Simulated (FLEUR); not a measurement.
A working FLEUR input for Sc (P6_3/mmc, 4 atoms in the cell) (DFT, PBEsol, all-electron FLAPW (FLEUR), scalar-relativistic valence):

```xml
# input of inpgen
scf Sc
&input film=f /
6.1734546724 0.0000002082 0.0000000000
-3.0867275165 5.3463684713 0.0000000000
0.0000000000 0.0000000000 19.8631342836
1.0
1.0 1.0 1.0

4
21 0.0000000000 0.0000000000 -0.0000000000
21 0.0000000000 0.0000000000 0.5000000000
21 0.3333333333 0.6666666667 0.2500000000
21 0.6666666667 0.3333333333 0.7500000000

&comp jspins=1 /
&exco xctyp='PBEs' /
&kpt div1=6 div2=6 div3=2 gamma=t /
&end /
# inp.xml
<?xml version="1.0" encoding="UTF-8" standalone="no"?>
<fleurInput fleurInputVersion="0.39">
   <comment>
      scf Sc                                                                                              
   </comment>
   <calculationSetup>
      <cutoffs Kmax="3.8" Gmax="15.2" GmaxXC="15.2" numbands="0"/>
      <scfLoop itmax="60" minDistance="0.00001" maxIterBroyd="15" imix="Anderson" alpha="0.05" precondParam="0.0" spinf="2.0"/>
      <coreElectrons ctail="T" frcor="F" kcrel="0" coretail_lmax="0"/>
      <xcFunctional name="PBEs" relativisticCorrections="F"/>
      <magnetism jspins="1"/>
      <soc l_soc="F" theta="0.0" phi="0.0" spav="F"/>
      <expertModes spex="0" secvar="F"/>
      <geometryOptimization l_f="T" forcealpha="1.0" forcemix="BFGS" epsdisp="0.00001" epsforce="0.00001"/>
      <ldaU l_linMix="F" mixParam="0.05" spinf="1.0"/>
   </calculationSetup>
   <cell>
      <bzIntegration valenceElectrons="44.0" mode="hist" fermiSmearingEnergy="0.00367493">
         <kPointListSelection listName="default-1"/>
         <!-- k-points included here -->
         <xi:include xmlns:xi="http://www.w3.org/2001/XInclude" href="kpts.xml"> </xi:include>
      </bzIntegration>
      <!-- symmetry operations included here -->
      <xi:include xmlns:xi="http://www.w3.org/2001/XInclude" href="sym.xml"> </xi:include>
      <bulkLattice scale="1.0">
         <bravaisMatrix>
            <row-1>    6.1734546724000001     0.0000002082000000     0.0000000000000000</row-1>
            <row-2>   -3.0867275164999999     5.3463684712999999     0.0000000000000000</row-2>
            <row-3>    0.0000000000000000     0.0000000000000000    19.8631342836000009</row-3>
         </bravaisMatrix>
      </bulkLattice>
   </cell>
   <atomSpecies>
      <species name="Scandium (Sc)" element="Sc" atomicNumber="21">
         <mtSphere radius="2.68" gridPoints="925" logIncrement="0.013"/>
         <atomicCutoffs lmax="10" lnonsphr="8"/>
         <electronConfig flipSpins="F">
            <coreConfig>(1s1/2) (2s1/2) (2p1/2) (2p3/2)</coreConfig>
            <valenceConfig>(3s1/2) (3p1/2) (3p3/2) (4s1/2) (3d3/2) (3d5/2)</valenceConfig>
            <stateOccupation state="(3d3/2)" spinUp="0.2" spinDown="0.2"/>
            <stateOccupation state="(3d5/2)" spinUp="0.3" spinDown="0.3"/>
         </electronConfig>
         <energyParameters s="4" p="4" d="3" f="4"/>
         <lo type="SCLO" l="0" n="3" eDeriv="0"/>
         <lo type="SCLO" l="1" n="3" eDeriv="0"/>
      </species>
   </atomSpecies>
   <atomGroups>
      <atomGroup species="Scandium (Sc)">
         <relPos label="                   1">.0000000000 .0000000000 .0000000000</relPos>
         <relPos label="                   2">.0000000000 .0000000000 1.000/2.000</relPos>
         <force calculate="T" relaxXYZ="TTT"/>
      </atomGroup>
      <atomGroup species="Scandium (Sc)">
         <relPos label="                   3">1.000/3.000 -1.000/3.000 1.000/4.000</relPos>
         <relPos label="                   4">-1.000/3.000 1.000/3.000 -1.000/4.000</relPos>
         <force calculate="T" relaxXYZ="TTT"/>
      </atomGroup>
   </atomGroups>
   <output dos="F" band="F" slice="F">
      <checks vchk="F" cdinf="F"/>
      <bandDOS minEnergy="-.5*Htr" maxEnergy="0.5*Htr" sigma="0.015" storeEVData="T"/>
      <vacuumDOS vacdos="F" integ="F" star="F" nstars="0" locx1="0.0" locy1="0.0" locx2="0.0" locy2="0.0" nstm="0" tworkf="0.0"/>
      <unfoldingBand unfoldBand="F" supercellX="1" supercellY="1" supercellZ="1"/>
      <plotting iplot="0" polar="F">
         <plot TwoD="T" vec1="  1.0  0.0  0.0" vec2="  0.0  1.0  0.0" vec3="  0.0  0.0  1.0" zero="  0.0  0.0  0.0" file="plot"/>
      </plotting>
      <chargeDensitySlicing numkpt="0" minEigenval="0.0" maxEigenval="0.0" nnne="0" pallst="F"/>
      <specialOutput eonly="F"/>
      <magneticCircularDichroism mcd="F" energyLo="-10.0" energyUp="0.0"/>
   </output>
  <!-- We include the file relax.xml here to enable relaxations (see documentation) -->
  <xi:include xmlns:xi="http://www.w3.org/2001/XInclude" href="relax.xml"> <xi:fallback/> </xi:include>
</fleurInput>
```

The run converged in 14 iterations: free energy E − TS -83085.2685 eV; Fermi level (on the code's own zero) 6.26 eV. Each of these slips is then made, one at a time:

(1)
```diff
-         <atomicCutoffs lmax="10" lnonsphr="8"/>
+         <atomicCutoffs lmax="2" lnonsphr="2"/>
```

(2)
```diff
-         <atomicCutoffs lmax="10" lnonsphr="8"/>
+         <atomicCutoffs lmax="10" lnonsphr="14"/>
```

Task: What happens in each case?

Result: 
(1) Too low an angular cutoff in the spheres. The program stopped with an error.
```
Error message: Too low eigenvalue detected
Error occurred in subroutine: fermi
Hint: If the lowest eigenvalue is more than 1Htr below the lowest energy parameter, you probably have picked up a ghoststate
Error from PE:0/1
```

(2) A non-spherical cutoff above the angular cutoff of the basis. The program stopped before any SCF iteration.
```
Error message: lnonsph cannot be larger than lmax
Error from PE:0/1
```

The starting cell was generated: these elements placed on a structure prototype, without a prior relaxation; it need not be a known phase or ordering of this composition. Its lattice was rescaled by a random factor within 2.5 % of one. Values depend on the basis (sphere radii, cutoffs, local orbitals), which need not be converged.

Left out of this page: 1 run of the series stopped by limits of time or memory; 4 runs of the series outside the window shown, repeating another row's setting, or not comparable.
